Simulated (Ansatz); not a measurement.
Take HgTe in the zinc blende structure (space group F-43m, No. 216; a = 6.573 Å) as the base. Axes: x, y, z lie along the cube axes.

Structures relaxed with Ansatz (a quantum-chemistry and plane-wave program) r2SCAN, scalar-relativistic without spin-orbit coupling.

Base:

Simulated powder pattern, Mo Kα, λ = 0.71073 Å (kinematic, ideal powder, no thermal factors, no anomalous dispersion; the 10 strongest lines at most, above 2 %, up to 2θ = 40°):

```
2θ (°)  I/Imax (%)    hkl
------  ----------  -----
10.75          100  (111)
17.59           84  (220)
20.66           58  (311)
24.98           16  (400)
27.26           27  (331)
30.72           35  (422)
32.63           21  (511)
35.62           11  (440)
37.31           20  (531)
39.99           15  (620)
```

After one change:

Simulated powder pattern, Mo Kα, λ = 0.71073 Å (kinematic, ideal powder, no thermal factors, no anomalous dispersion; the 10 strongest lines at most, above 2 %, up to 2θ = 40°):

```csv
2θ (°),I/Imax (%)
10.84,100
17.59,29
17.82,55
20.71,39
21.10,19
24.98,11
27.60,17
30.85,23
31.26,11
32.66,10
```

### Question
Which of these changes matches the shifts?
A. uniaxial strain ε_zz = −2.50 %
B. uniaxial strain ε_zz = −1.00 %
C. uniaxial strain ε_zz = −0.50 %
D. uniaxial strain ε_zz = −1.50 %

### Answer
A, uniaxial strain ε_zz = −2.50 %. Its volume per atom is 34.61 Å³ against 35.49 Å³, and its space group is I-4m2 (No. 119).

Stability against distortions was not tested. The final runs are not spin-polarised.
